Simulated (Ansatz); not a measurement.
Base system: CaC$_{2}$ (space group C2/c, No. 15; a cell from a computed database, its experimental status unchecked).

```xyz
6
Lattice="3.2601 -2.0418 0.0000 3.2601 2.0418 0.0000 -2.0192 0.0000 7.0057" Properties=species:S:1:pos:R:3 pbc="T T T"
Ca     1.7457     1.3394     5.2543
Ca     2.7553    -1.3394     1.7514
C      0.7267    -0.5705     3.9286
C      3.7743     0.5705     3.0771
C      2.7647    -0.5705     6.5800
C      1.7363     0.5705     0.4257
```

Cartesian axes are those of the cell as printed.

Levels (all Ansatz, a program for electronic structure, PAW): PBEsol (420 eV, without spin-orbit coupling); HSE06 (420 eV, spin-orbit coupling left out).

Its gap is 1.74 eV with PBEsol and 3.15 eV with HSE06.

One thing is altered: the symmetric strain tensor [-0.0081 -0.0028 0.0027; -0.0028 -0.0063 -0.0080; 0.0027 -0.0080 -0.0181], atoms relaxed at fixed cell.

With PBEsol the gap becomes 1.57 eV.

Question: If the HSE06 correction stayed the same, what would the HSE06 gap be, and what does the HSE06 run give?

Answer: A rigid correction of +1.41 eV gives 2.98 eV. The HSE06 run gives 2.99 eV, so the two effects roughly add.

Single points use the geometry relaxed with PBEsol. The hybrid gap comes from the SCF mesh plus the semilocal run's edge points and a few special points and is an upper bound. Stability against distortions was not tested.
